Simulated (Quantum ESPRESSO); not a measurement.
A self-consistent single point of SnBr2 (P4_2/mnm, 6 atoms in the cell) with Quantum ESPRESSO.

Level of theory: PBEsol, PseudoDojo standard norm-conserving (PBESOL) pseudopotentials (plane waves; Quantum ESPRESSO).

```
CELL_PARAMETERS angstrom
      6.97862     0.00000     0.00000
      0.00000     6.97862     0.00000
      0.00000     0.00000     4.38299
ATOMIC_POSITIONS crystal
  Sn 0.00000 0.00000 0.00000
  Sn 0.50000 0.50000 0.50000
  Br 0.29866 0.29866 0.00000
  Br 0.70134 0.70134 0.00000
  Br 0.20134 0.79866 0.50000
  Br 0.79866 0.20134 0.50000
```

Reference input (self-consistent single point, DFT, PBEsol, plane waves, PseudoDojo standard norm-conserving (PBESOL) pseudopotentials): ecutwfc = 75 Ry; occupations = fixed; potentials = {Sn: Sn.upf, Br: Br.upf}; K_POINTS = automatic 3 3 4 0 0 0; nbnd = 32; conv_thr = 1e-11 Ry. This run's input differs from it in these lines:

```diff
@@ -34,3 +34,3 @@
 K_POINTS {automatic}
-3 3 4  0 0 0
+4 4 6  0 0 0
```

The program printed (abridged):

```
     Self-consistent Calculation

     iteration #  1     ecut=    75.00 Ry     beta= 0.70

     Threshold (ethr) on eigenvalues was too large:
     Diagonalizing with lowered threshold

     total energy              =    -440.63179610 Ry
     estimated scf accuracy    <       0.13959263 Ry

     iteration #  2     ecut=    75.00 Ry     beta= 0.70

     total energy              =    -440.67283756 Ry
     estimated scf accuracy    <       0.05307388 Ry

     iteration #  3     ecut=    75.00 Ry     beta= 0.70

     total energy              =    -440.68397356 Ry
     estimated scf accuracy    <       0.00044941 Ry

   [... 6 blocks of this kind left out ...]

     iteration # 10     ecut=    75.00 Ry     beta= 0.70

     total energy              =    -440.68411719 Ry
     estimated scf accuracy    <          1.5E-11 Ry

     iteration # 11     ecut=    75.00 Ry     beta= 0.70
     End of self-consistent calculation

     highest occupied, lowest unoccupied level (ev):     3.6521    5.0743

!    total energy              =    -440.68411719 Ry
     estimated scf accuracy    <          1.7E-13 Ry

     convergence has been achieved in  11 iterations

     Forces acting on atoms (cartesian axes, Ry/au):

     atom    1 type  1   force =     0.00000000    0.00000000   -0.00000000
     atom    2 type  1   force =     0.00000000    0.00000000    0.00000000
     atom    3 type  2   force =    -0.00019171   -0.00019171   -0.00000000
     atom    4 type  2   force =     0.00019171    0.00019171   -0.00000000
     atom    5 type  2   force =     0.00019171   -0.00019171    0.00000000
     atom    6 type  2   force =    -0.00019171    0.00019171    0.00000000

     Total force =     0.000542     Total SCF correction =     0.000000

          total   stress  (Ry/bohr**3)                   (kbar)     P=       -1.11
  -0.00000488   0.00000000   0.00000000           -0.72        0.00        0.00
   0.00000000  -0.00000488   0.00000000            0.00       -0.72        0.00
   0.00000000   0.00000000  -0.00001278            0.00        0.00       -1.88

   JOB DONE.
```

The run converged in 11 iterations. Against the reference run the free energy hardly moves (within 1 meV/atom), the pressure hardly changes (-0.10 to -0.11 GPa), the largest force moves little (0.009 to 0.007 eV/Å) and the gap on the mesh goes from 1.541 to 1.422 eV.

The starting cell comes from a database of computed structures (which also holds hypothetical and non-ambient phases and stackings), without a prior relaxation at this level. Its lattice was rescaled by a random factor within 2.5 % of one.

Cost on one core of a shared machine: roughly 5 min.
